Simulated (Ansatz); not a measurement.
Results of r²SCAN0 (plane waves, PAW; Ansatz, a quantum-chemistry and plane-wave program) for In2Se3 (within 0.1 Å of P-3m1, No. 164; cell taken from a computed entry).

Settings: plane-wave cutoff 520 eV, 6×6×4 k mesh (along the axes of the cell as run), Fermi–Dirac smearing 0.01 eV, scalar-relativistic PAW data made under PBE.

Cell (relaxed with PBEsol):

```yaml
crystal:
  lattice:
    - [3.94720, 0.00092, -0.00246]
    - [1.97280, 3.41886, -0.00503]
    - [0.01023, 0.01725, 9.54210]
  atoms:
    - { symbol: In, position: [0.33337, 0.33376, 0.80644] }
    - { symbol: In, position: [0.66663, 0.66624, 0.19356] }
    - { symbol: Se, position: [0.00000, 0.00000, 0.00000] }
    - { symbol: Se, position: [0.33328, 0.33262, 0.33394] }
    - { symbol: Se, position: [0.66672, 0.66738, 0.66606] }
```

### Question
Give the computed band gap, smallest direct gap on the k points sampled and Γ–Γ gap.

### Answer

* **band gap**: 1.45 eV (on the SCF k mesh)
* **smallest direct gap on the k points sampled**: 2.02 eV
* **Γ–Γ gap**: 2.79 eV

Note: cell and atoms aren't relaxed at this level (largest force component 0.34 eV/Å, pressure -0.3 GPa); the cell has widely spaced layers and the level no dispersion term, so their spacing and the moduli can rest on weak binding.

Spin–orbit coupling is not included.

Static lattice: no zero-point or thermal effects.
